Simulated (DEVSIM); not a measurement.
System: abrupt Si p-n junction, at 300 K.

Layer 1 from the left is Si, thickness (μm) 0.960, Na (cm⁻³) 4.4e18, τn (s) 4.4e-7, τp (s) 4.4e-7. Layer 2 from the left is Si, thickness (μm) 1.20, Nd (cm⁻³) 2.9e16, τn (s) 4.4e-7, τp (s) 4.4e-7.

Left contact: ohmic. Right contact: ohmic. Voltage is applied to the left contact. Recombination: SRH at mid-gap, Auger. Mobility is μmin + (μ − μmin)/(1 + (N/Nref)^α).

This is a model device: material constants are rounded textbook-type values typed into the input, and sizes, dopings and lifetimes were drawn at random. Values at 300 K.

Si: gap (eV) 1.124, affinity (eV) 4.05, permittivity 11.7, Nc (cm⁻³) 2.86e19, Nv (cm⁻³) 3.1e19, μn (cm²/Vs) 1417, μp (cm²/Vs) 470, μn,min 52, μp,min 45, Nref,n 9.7e16, Nref,p 2.2e17, αn 0.68, αp 0.72, Cn (cm⁶/s) 2.8e-31, Cp (cm⁶/s) 9.9e-32.

### Question
Estimate by hand the built-in potential, the peak field at zero bias, the capacitance at -0.6 V, and compare with a numerical solution.

### Answer

- Built-in potential: ni = √(Nc Nv) exp(−Eg/2kT) = 1.08e10 cm⁻³ with Eg = 1.124 eV; Vbi = kT/q ln(Na Nd/ni²) = 0.895 V; numerical 0.895 V.
- Peak field at zero bias: depletion approximation: W = √(2εVbi/(qN)) = 0.200 μm with N = 2.88e16 cm⁻³; field = 2Vbi/W = 89300 V/cm; numerical 135000 V/cm (estimate below by 34 %).
- Capacitance at -0.6 V: C = √(qεN / 2(Vbi + |V|)) = 40.0 nF/cm²; numerical 41.0 nF/cm² (estimate below by 2.6 %).

Simulated with DEVSIM: 1D drift-diffusion, Boltzmann statistics, complete ionisation; no tunnelling, impact ionisation, image-force lowering or self-heating.
